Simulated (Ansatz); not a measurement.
An Ansatz (a quantum-chemistry and plane-wave program) input (LDA (Ansatz), no SOC):

Ansatz 0.2 input:
```yaml
crystal:
  lattice:
    - [3.7079640855, 0, 0]
    - [0, 3.7079640855, 0]
    - [1.8539820427, -1.8539820427, 2.6616527091]
  atoms:
    - { symbol: Zn, position: [0, 0, 0] }
    - { symbol: S, position: [0.25, 0.25, 0.5] }
basis: { ecutwfc: 420, ecutrho_ratio: 4, xc_grid: 2, fft_grid_basis: typed }
kpoints: { mp_grid: { grid: [11, 11, 11] } }
hamiltonian:
  xc: lda
  dispersion: none
  pseudopotentials: { kind: paw }
scf: { occupations: { method: fermi_dirac, width: 0.05 } }
relax: { f_tol: 0.005, max_steps: 50, cell: { stress_tol: 0.01, fix: [a, b, gamma] } }
output: { forces: true, stress: true }
checkpoint: { write: state.ck, write_every: 1000 }
```

### Question
Which symmetry and how many k-points will the program report, and about how many plane waves at Γ?

### Answer
Space group I-4m2 (ITA 119) with 8 operations, k-points 126 of 1331, and 725 plane waves at Γ.

### Question
And the final pressure?

### Answer
0.69 GPa (compression positive).

The cells carry an imposed strain or load. Stability against distortions was not tested. The cell was made from ZnS in the zinc blende structure (space group F-43m, No. 216) by this change: biaxial strain −1.00 %, plane normal [001], relaxed out of plane.
